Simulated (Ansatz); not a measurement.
Ge, cell Ge64, held well above this temperature first [in the run: it was liquid; mean temperature 1524 K (target 1510 K); density 5.01 g/cm³; one k-point, which a denser mesh shifts by 0.1 GPa in pressure and 0.10 eV/Å in forces].  Bonds are counted up to Ge-Ge 3.70 Å.

**Question.** What distribution of Ge-Ge-Ge angles does Ansatz (a first-principles code) with PBE give?

**Answer.** mean 97°, standard deviation 34°.
| angle (°) | p (1/°) |
|---|---|
| 1.5 | 0.0000 |
| 4.5 | 0.0000 |
| 7.5 | 0.0000 |
| 10.5 | 0.0000 |
| 13.5 | 0.0000 |
| 16.5 | 0.0000 |
| 19.5 | 0.0000 |
| 22.5 | 0.0000 |
| 25.5 | 0.0000 |
| 28.5 | 0.0000 |
| 31.5 | 0.0000 |
| 34.5 | 0.0000 |
| 37.5 | 0.0002 |
| 40.5 | 0.0016 |
| 43.5 | 0.0047 |
| 46.5 | 0.0079 |
| 49.5 | 0.0103 |
| 52.5 | 0.0113 |
| 55.5 | 0.0111 |
| 58.5 | 0.0105 |
| 61.5 | 0.0099 |
| 64.5 | 0.0093 |
| 67.5 | 0.0091 |
| 70.5 | 0.0088 |
| 73.5 | 0.0088 |
| 76.5 | 0.0089 |
| 79.5 | 0.0092 |
| 82.5 | 0.0093 |
| 85.5 | 0.0093 |
| 88.5 | 0.0096 |
| 91.5 | 0.0095 |
| 94.5 | 0.0096 |
| 97.5 | 0.0098 |
| 100.5 | 0.0097 |
| 103.5 | 0.0096 |
| 106.5 | 0.0094 |
| 109.5 | 0.0090 |
| 112.5 | 0.0091 |
| 115.5 | 0.0087 |
| 118.5 | 0.0084 |
| 121.5 | 0.0080 |
| 124.5 | 0.0077 |
| 127.5 | 0.0075 |
| 130.5 | 0.0071 |
| 133.5 | 0.0069 |
| 136.5 | 0.0065 |
| 139.5 | 0.0060 |
| 142.5 | 0.0058 |
| 145.5 | 0.0055 |
| 148.5 | 0.0050 |
| 151.5 | 0.0046 |
| 154.5 | 0.0041 |
| 157.5 | 0.0037 |
| 160.5 | 0.0033 |
| 163.5 | 0.0028 |
| 166.5 | 0.0023 |
| 169.5 | 0.0017 |
| 172.5 | 0.0013 |
| 175.5 | 0.0007 |
| 178.5 | 0.0002 |
